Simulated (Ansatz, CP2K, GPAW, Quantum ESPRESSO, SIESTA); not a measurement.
One structure in several programs: BaP4Pd2 (P1, 7 atoms in the cell)

Self-consistent single point, at a second geometry (atoms moved at random). First geometry:

```
Ba(P2Pd)2
1.0
   -3.42191     3.42191     2.98690
    3.42191    -3.42191     2.98690
    3.42191     3.42191    -2.98690
Ba P Pd
1 4 2
Direct
  0.00000   0.00000   0.00000
  0.27381   0.50000   0.77381
  0.72619   0.50000   0.22619
  0.50000   0.72619   0.22619
  0.50000   0.27381   0.77381
  0.75000   0.25000   0.50000
  0.25000   0.75000   0.50000
```

Second geometry:
```
Ba(P2Pd)2
1.0
   -3.42191     3.42191     2.98690
    3.42191    -3.42191     2.98690
    3.42191     3.42191    -2.98690
Ba P Pd
1 4 2
Direct
  0.00579   0.00608   0.99483
  0.26888   0.49614   0.77830
  0.73308   0.50859   0.22775
  0.49195   0.72940   0.22271
  0.49160   0.25645   0.77724
  0.74335   0.25066   0.50379
  0.26534   0.75267   0.49539
```

Shared settings, as Ansatz (a first-principles code) writes them: kpoints.mp_grid.grid = 6 6 6; scf.occupations.method = fermi_dirac; scf.occupations.width = 0.136 eV. Potentials and cutoffs stand in the table.

```
code                                                                                                                                 model  ΔF from the first geometry (meV/atom)  pressure (GPa)  largest force (eV/Å)       cutoff
----------------  ------------------------------------------------------------------------------------------------------------------------  -------------------------------------  --------------  --------------------  -----------
CP2K                                                  LDA (Pade form), GPW, DZVP-MOLOPT-SR-GTH basis, GTH-PADE potentials (GTH_POTENTIALS)                                   14.7           -5.15                 0.964  grid 500 Ry
Ansatz                                                                                                 LDA (PW92), PAW files made with PBE                                   14.5           -4.50                 0.900      default
Quantum ESPRESSO                                                                       LDA (PZ), GBRV 1.5 ultrasoft (LDA) pseudopotentials                                   15.0           -4.14                 0.886        40 Ry
GPAW                                                                         LDA (Perdew-Wang 92), GPAW PAW datasets LDA (gpaw-data 1.0.1)                                   14.6           -3.90                 0.932       550 eV
SIESTA            LDA PW92, numerical atomic orbitals DZP, PseudoDojo LDA standard norm-conserving potentials (rewritten from UPF to PSML)                                   17.8           -1.20                 1.150  grid 400 Ry
```

Size of the force on each atom (eV/Å): Sizes of forces hide their directions.

```json
[
 {"code": "CP2K", "Ba1": "0.449", "P2": "0.964", "P3": "0.576", "P4": "0.715", "P5": "0.682", "Pd6": "0.189", "Pd7": "0.741"},
 {"code": "Ansatz", "Ba1": "0.379", "P2": "0.900", "P3": "0.512", "P4": "0.714", "P5": "0.654", "Pd6": "0.165", "Pd7": "0.747"},
 {"code": "Quantum ESPRESSO", "Ba1": "0.396", "P2": "0.886", "P3": "0.493", "P4": "0.726", "P5": "0.670", "Pd6": "0.178", "Pd7": "0.774"},
 {"code": "GPAW", "Ba1": "0.406", "P2": "0.932", "P3": "0.539", "P4": "0.720", "P5": "0.660", "Pd6": "0.170", "Pd7": "0.751"},
 {"code": "SIESTA", "Ba1": "0.719", "P2": "1.150", "P3": "0.709", "P4": "0.821", "P5": "0.794", "Pd6": "0.254", "Pd7": "0.913"}
]
```

On Ansatz's run: spin polarisation is off.

The spread over the programs that give each value: ΔF from the first geometry within 3.3 meV/atom; pressure within 3.95 GPa; largest force within 0.264 eV/Å.

CP2K and SIESTA use small atom-centred bases, whose incompleteness enters pressures, forces and empty levels differently from a plane-wave cutoff. Ansatz's pressure is given at a fixed set of plane waves, as the other plane-wave codes print theirs. The same LDA comes in different parametrisations, which differ slightly. In the pressure, CP2K (by 1.01) and SIESTA (by 2.94) lie more than 1 GPa from the median of the plane-wave programs. In the force vectors, CP2K (by 0.088) and SIESTA (by 0.323) lie more than 0.08 eV/Å from the median of the plane-wave programs.

The starting cell comes from a database of computed structures (which also holds hypothetical and non-ambient phases and stackings), without a prior relaxation at this level. For this run, on top of that: atoms moved at random.

Keys are those of Ansatz 0.2.
